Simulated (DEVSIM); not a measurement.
Structure: W/La2O3/n-Si capacitor, at 450 K.

Layer 1 from the left is La2O3, thickness (nm) 12.0. Layer 2 from the left is Si, thickness (nm) 9600, Nd (cm⁻³) 3.6e15.

Metal gate on the left, work function 4.6 eV. Fixed charge at the semiconductor interface -1.6e10 cm⁻² (in units of +e); no interface traps.

The device is made up for the run: typed textbook-type constants, with dimensions and the other settings drawn at random. Values at 300 K; Nc and Nv go as T^1.5, mobilities as T to minus their exponent, the gap by Varshni's rule with the affinity fixed.

La2O3: gap (eV) 5.8, affinity (eV) 1.8, permittivity 27. Si: gap (eV) 1.124, affinity (eV) 4.05, permittivity 11.7, Nc (cm⁻³) 2.86e19, Nv (cm⁻³) 3.1e19, Varshni α (eV/K) 0.000473, Varshni β (K) 636.

### Question
Estimate by hand the flat-band voltage, the threshold voltage, and compare with a numerical solution.

### Answer

- Flat-band voltage: C = 1.99 μF/cm², work-function difference 0.178 V; VFB = φms − qNf/C = 0.18 V; numerical 0.18 V.
- Threshold voltage: φF = 0.167 V, depletion charge √(4εqNφF) = 2.00e-8 C/cm²; VT = VFB − 2φF − Qd/C = -0.17 V; numerical -0.17 V.

Simulated with DEVSIM: 1D Poisson equation in equilibrium, Boltzmann statistics, complete ionisation; no quantum confinement or tunnelling. Metal contacts follow the ideal Schottky-Mott rule: no Fermi-level pinning, no interface dipoles.
